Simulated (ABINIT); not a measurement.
## ABINIT run on LaSi2Ru3 (P6/mmm, 6 atoms in the cell): self-consistent single point

Level of theory: PBEsol, PAW (JTH v2.0 PBE PAW, files made for PBE) (plane waves; ABINIT).

The input file:

```
# LaSi2Ru3, JTH v2.0 PBE PAW
pp_dirpath "./"
pseudos "La.GGA_PBE-JTH.xml, Si.GGA_PBE-JTH.xml, Ru.GGA_PBE-JTH.xml"
acell 5.7499758342 5.7499758342 3.4625760000 Angstrom
rprim
         1.0000000000    0.0000000067    0.0000000000
        -0.5000000058    0.8660254004    0.0000000000
         0.0000000000    0.0000000000    1.0000000000
natom 6
ntypat 3
znucl 57 14 44
typat 1 2 2 3 3 3
xcart
         0.0000000000    0.0000000000    0.0000000000
        -0.0000000420    6.2734184831    0.0000000000
         5.4329397540    3.1367092779    0.0000000000
        -2.7164699189    4.7050638442    3.2716601629
         5.4329397749    0.0000000363    3.2716601629
         2.7164698560    4.7050638805    3.2716601629
ecut 26
pawecutdg 52
pawxcdev 0
ixc -116133
occopt 7
tsmear 0.1 eV
nband 43
kptopt 1
ngkpt 5 5 7
nshiftk 1
shiftk 0 0 0
nstep 100
tolvrs 1.0e-11
prtwf 0
prtden 0
prtvol 1
enunit 2
```

Log, with long lists cut:

```
 Symmetries : space group P6/m m m (#191); Bravais hP (primitive hexag.)

 -outvars: echo values of preprocessed input variables --------
            acell      1.0865879597E+01  1.0865879597E+01  6.5433203543E+00 Bohr
             ecut      2.60000000E+01 Hartree
           enunit           2
              ixc     -116133
         kptrlatt        5    0    0      0    5    0      0    0    7
          kptrlen      4.58032425E+01
            natom           6
            nband          43
            ngfft          50      50      32
          ngfftdg          72      72      45
             nkpt          20
            nstep         100
             nsym          24
           ntypat           3
           occopt           7
        pawecutdg      5.20000000E+01 Hartree
         pawxcdev           0
            rprim      1.0000000000E+00  6.7000000000E-09  0.0000000000E+00
                      -5.0000000580E-01  8.6602540040E-01  0.0000000000E+00
                       0.0000000000E+00  0.0000000000E+00  1.0000000000E+00
          spgroup         191
           tolvrs      1.00000000E-11
           tsmear      3.67493254E-03 Hartree
            typat      1  2  2  3  3  3
           useylm           1
             xred      0.0000000000E+00  0.0000000000E+00  0.0000000000E+00
                       3.3333333333E-01  6.6666666667E-01  0.0000000000E+00
                       6.6666666667E-01  3.3333333333E-01  0.0000000000E+00
                       0.0000000000E+00  5.0000000000E-01  5.0000000000E-01
                       5.0000000000E-01  0.0000000000E+00  5.0000000000E-01
                       5.0000000000E-01  5.0000000000E-01  5.0000000000E-01
            znucl       57.00000   14.00000   44.00000

== DATASET  1 ==================================================================

 Real(R)+Recip(G) space primitive vectors, cartesian coordinates (Bohr,Bohr^-1):
 R(1)= 10.8658796  0.0000001  0.0000000  G(1)=  0.0920312  0.0531342  0.0000000
 R(2)= -5.4329399  9.4101277  0.0000000  G(2)= -0.0000000  0.1062685  0.0000000
 R(3)=  0.0000000  0.0000000  6.5433204  G(3)=  0.0000000  0.0000000  0.1528276
 Unit cell volume ucvol=  6.6905003E+02 bohr^3
 Angles (23,13,12)=  9.00000000E+01  9.00000000E+01  1.20000000E+02 degrees

 Coarse grid specifications (used for wave-functions):

 getcut: wavevector=  0.0000  0.0000  0.0000  ngfft=  50  50  32
         ecut(hartree)=     26.000   => boxcut(ratio)=   2.00525

 Fine grid specifications (used for densities):

 getcut: wavevector=  0.0000  0.0000  0.0000  ngfft=  72  72  45
         ecut(hartree)=     52.000   => boxcut(ratio)=   2.04127

   1.13559360E+04                                ecore*ucvol(ha*bohr**3)

_setup2: Arith. and geom. avg. npw (full set) are    4237.286    4237.265

--- !BeginCycle
solver: {iscf: 17, nstep: 100, nline: 4, wfoptalg: 10, }
tolerances: {tolvrs: 1.00E-11, }
...

     iter   Etot(hartree)      deltaE(h)  residm     nres2
 ETOT  1  -322.36415969127    -3.224E+02 2.561E+00 2.790E+02
 ETOT  2  -328.48701919067    -6.123E+00 8.469E-01 3.128E+02
 ETOT  3  -327.54395959877     9.431E-01 3.375E-01 6.620E+01
 ETOT  4  -327.44788799184     9.607E-02 3.239E-02 3.929E+01
 ETOT  5  -327.30537928969     1.425E-01 1.338E-02 1.815E+01
 ETOT  6  -327.20927218696     9.611E-02 2.980E-02 4.580E+00
   [... 63 lines left out ...]
 ETOT 70  -327.18445479591    -6.698E-10 2.242E-05 5.343E-11
 ETOT 71  -327.18445479649    -5.797E-10 2.907E-05 9.386E-10
 ETOT 72  -327.18445479698    -4.956E-10 2.202E-05 1.069E-11
 ETOT 73  -327.18445479741    -4.305E-10 2.852E-05 5.504E-10
 ETOT 74  -327.18445479779    -3.715E-10 2.136E-05 4.596E-12

 At SCF step   74       nres2   =  4.60E-12 < tolvrs=  1.00E-11 =>converged.

 Cartesian components of stress tensor (hartree/bohr^3)
  sigma(1 1)=  6.95617760E-05  sigma(3 2)=  0.00000000E+00
  sigma(2 2)=  6.95617780E-05  sigma(3 1)=  0.00000000E+00
  sigma(3 3)=  9.13486863E-06  sigma(2 1)= -6.96241144E-14

 ----iterations are completed or convergence reached----

 reduced coordinates (array xred) for    6 atoms
       0.000000000000      0.000000000000      0.000000000000
       0.333333333333      0.666666666667      0.000000000000
       0.666666666667      0.333333333333      0.000000000000
       0.000000000000      0.500000000000      0.500000000000
       0.500000000000      0.000000000000      0.500000000000
       0.500000000000      0.500000000000      0.500000000000
 cartesian forces (eV/Angstrom) at end:
    1     -0.00000000000000    -0.00000000000000    -0.00000000000000
    2     -0.00000000000000     0.00000000000000    -0.00000000000000
    3      0.00000000000000    -0.00000000000000    -0.00000000000000
    4     -0.00000000000000    -0.00000000000000    -0.00000000000000
    5     -0.00000000000000    -0.00000000000000    -0.00000000000000
    6     -0.00000000000000    -0.00000000000000    -0.00000000000000
 frms,max,avg= 4.3868911E-27 1.4714080E-26   0.000E+00  0.000E+00  0.000E+00 e/A
 length scales= 10.865879597349 10.865879597349  6.543320354303 bohr
              =  5.749975834200  5.749975834200  3.462576000000 angstroms
 Fermi (or HOMO) energy (hartree) =   0.34917   Average Vxc (hartree)=  -0.44310
 Eigenvalues (hartree) for nkpt=  20  k points:
 kpt#   1, nband= 43, wtk=  0.00571, kpt=  0.0000  0.0000  0.0000 (reduced coord)
  -2.29507   -2.29360   -2.29360   -1.21267   -1.20004   -1.20004   -1.19879   -1.19695
  -1.19695   -1.18305   -1.18305   -1.17861   -0.82141   -0.22557   -0.22557   -0.20057
  -0.03886    0.10513    0.14057    0.14057    0.16528    0.17704    0.23035    0.23704
   0.23704    0.26768    0.26768    0.33034    0.33034    0.33342    0.33342    0.34542
   0.34542    0.35381    0.38885    0.40588    0.41011    0.44398    0.44398    0.44996
   0.44996    0.45967    0.46408
      occupation numbers for kpt#   1
   2.00000    2.00000    2.00000    2.00000    2.00000    2.00000    2.00000    2.00000
   2.00000    2.00000    2.00000    2.00000    2.00000    2.00000    2.00000    2.00000
   2.00000    2.00000    2.00000    2.00000    2.00000    2.00000    2.00000    2.00000
   2.00000    2.00000    2.00000    2.00000    2.00000    2.00000    2.00000    1.85042
   1.85042    0.07433    0.00000    0.00000    0.00000    0.00000    0.00000    0.00000
   0.00000    0.00000    0.00000
 prteigrs : prtvol=0 or 1, do not print more k-points.

 Fermi (or HOMO) energy (eV) =   9.50137   Average Vxc (eV)= -12.05736
 Eigenvalues (   eV  ) for nkpt=  20  k points:
 kpt#   1, nband= 43, wtk=  0.00571, kpt=  0.0000  0.0000  0.0000 (reduced coord)
 -62.45190  -62.41199  -62.41199  -32.99838  -32.65488  -32.65488  -32.62077  -32.57076
 -32.57076  -32.19241  -32.19241  -32.07158  -22.35166   -6.13803   -6.13803   -5.45772
  -1.05745    2.86082    3.82521    3.82521    4.49745    4.81761    6.26810    6.45011
   6.45011    7.28394    7.28394    8.98910    8.98910    9.07294    9.07294    9.39948
   9.39948    9.62756   10.58128   11.04453   11.15976   12.08128   12.08128   12.24410
  12.24410   12.50821   12.62822
 prteigrs : prtvol=0 or 1, do not print more k-points.

--- !EnergyTerms
comment             : Components of total free energy in Hartree
kinetic             :  4.82315493057240E+01
hartree             :  7.34721829643370E+01
xc                  : -2.70217239810376E+01
Ewald energy        : -2.47967613181261E+02
psp_core            :  1.69732239980504E+01
local_psp           : -2.15168063751199E+02
spherical_terms     :  2.42967692035124E+01
internal            : -3.27183675441874E+02
'-kT*entropy'       : -7.78449856322964E-04
total_energy        : -3.27184453891730E+02
total_energy_eV     : -8.90314176787234E+03
...

-Cartesian components of stress tensor (GPa)         [Pressure= -1.4540E+00 GPa]
- sigma(1 1)=  2.04657776E+00  sigma(3 2)=  0.00000000E+00
- sigma(2 2)=  2.04657782E+00  sigma(3 1)=  0.00000000E+00
- sigma(3 3)=  2.68757069E-01  sigma(2 1)= -2.04841182E-09

 Calculation completed.
```

The run converged in 74 iterations.

The starting cell comes from a database of computed structures (which also holds hypothetical and non-ambient phases and stackings), without a prior relaxation at this level. Its lattice was rescaled by a random factor within 2.5 % of one. Spin polarisation is off. The potentials were made for another functional than the one used.

Cost on one core of a shared machine: roughly 30 min.
